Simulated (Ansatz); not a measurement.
Defect migration in alpha quartz: O vacancy, neutral cell. Calculation: PBE, PAW (plane waves to 420 eV; Ansatz, a quantum-chemistry and plane-wave program).

72-site cell at the relaxed PBE lattice, the Γ point alone, smearing 0.01 eV, spin-restricted, no finite-size correction. No zero-point or tunnelling terms. The charge state is imposed; whether it is stable for some Fermi level was not computed. Forms of the defect that were not tried may lie lower.

Barriers: single points on a 2×2×2 k-point mesh shifted by half a step along c at the bands' geometries.

Relaxed starting cell (atoms counted from 1):

```
CELL_PARAMETERS angstrom
     10.04225     0.00000     0.00000
     -5.02113     8.69685     0.00000
      0.00000     0.00000    11.01902
ATOMIC_POSITIONS crystal
  Si 0.01960 0.24153 0.14902
  Si 0.99658 0.24089 0.66740
  Si 0.00045 0.73386 0.16642
  Si 0.00295 0.74269 0.66660
  Si 0.48723 0.23807 0.17113
  Si 0.49430 0.23604 0.66736
  Si 0.51301 0.75291 0.16498
  Si 0.50292 0.73098 0.66774
  Si 0.22215 0.25156 0.01674
  Si 0.25578 0.25601 0.49877
  Si 0.26159 0.76229 0.99964
  Si 0.25895 0.75080 0.50288
  Si 0.75321 0.25795 0.99675
  Si 0.75655 0.26171 0.49990
  Si 0.76353 0.75961 0.99855
  Si 0.76755 0.76612 0.49836
  Si 0.24235 0.99265 0.33698
  Si 0.22813 0.00244 0.84230
  Si 0.24659 0.50488 0.32997
  Si 0.24094 0.50004 0.83540
  Si 0.76430 0.01583 0.32750
  Si 0.73536 0.99732 0.83371
  Si 0.73620 0.50136 0.33328
  Si 0.74367 0.49949 0.82983
  O  0.11701 0.20495 0.59641
  O  0.12367 0.69821 0.09973
  O  0.13254 0.70963 0.60927
  O  0.61095 0.22156 0.08708
  O  0.61086 0.19406 0.59447
  O  0.62544 0.70339 0.09711
  O  0.63596 0.70816 0.60356
  O  0.28830 0.41118 0.42858
  O  0.27909 0.41459 0.94447
  O  0.29473 0.91039 0.43804
  O  0.28624 0.92182 0.94125
  O  0.78455 0.42169 0.44002
  O  0.80390 0.41923 0.92701
  O  0.79631 0.92476 0.43558
  O  0.79354 0.91835 0.93435
  O  0.38359 0.07521 0.24080
  O  0.36392 0.08792 0.74143
  O  0.39866 0.60975 0.24968
  O  0.38182 0.57292 0.73740
  O  0.91358 0.09218 0.23641
  O  0.87172 0.08298 0.73408
  O  0.87175 0.57608 0.23124
  O  0.87351 0.58206 0.72580
  O  0.37164 0.27607 0.09443
  O  0.41303 0.29290 0.56846
  O  0.41998 0.79474 0.06524
  O  0.41724 0.77510 0.56307
  O  0.90294 0.27444 0.06698
  O  0.91161 0.29807 0.57277
  O  0.92127 0.79281 0.06646
  O  0.92822 0.79736 0.55985
  O  0.20732 0.11770 0.40108
  O  0.18319 0.11744 0.91407
  O  0.19396 0.61282 0.40249
  O  0.21511 0.63484 0.89255
  O  0.72843 0.14164 0.39018
  O  0.69507 0.11818 0.89882
  O  0.71103 0.63469 0.39366
  O  0.71164 0.62429 0.89791
  O  0.10905 0.38927 0.24045
  O  0.08387 0.37615 0.76744
  O  0.08598 0.86878 0.26756
  O  0.07453 0.87427 0.77178
  O  0.57660 0.37561 0.26942
  O  0.58530 0.37209 0.76611
  O  0.61238 0.90346 0.24894
  O  0.57914 0.86911 0.76716
```

End state 1 differs by these moves (Å; atoms that move under 0.15 Å are left out):

```tsv
atom	element	Δx	Δy	Δz
1	Si	-0.30	-0.18	0.40
9	Si	0.13	-0.01	-0.10
21	Si	0.06	0.11	-0.10
31	O	-0.09	0.13	-0.11
32	O	0.10	0.10	0.08
38	O	0.15	0.07	-0.16
41	O	0.07	-0.15	-0.11
44	O	1.29	0.74	-1.52
48	O	0.08	0.12	-0.09
52	O	-0.16	0.04	0.30
57	O	0.14	0.09	-0.16
61	O	0.13	0.03	0.08
64	O	-0.04	-0.16	0.30
69	O	0.04	-0.13	0.06
70	O	0.15	0.00	-0.09
```

Q: What is the computed forward and backward barriers to end state 1 (PBE, PAW)?

A: forward 4.64 eV, backward 4.64 eV; at the saddle point atom 44 has neighbours Si at 1.56 Å. The saddle point's order was not checked, and it lies on a symmetry element of the cell, where a band can be held.
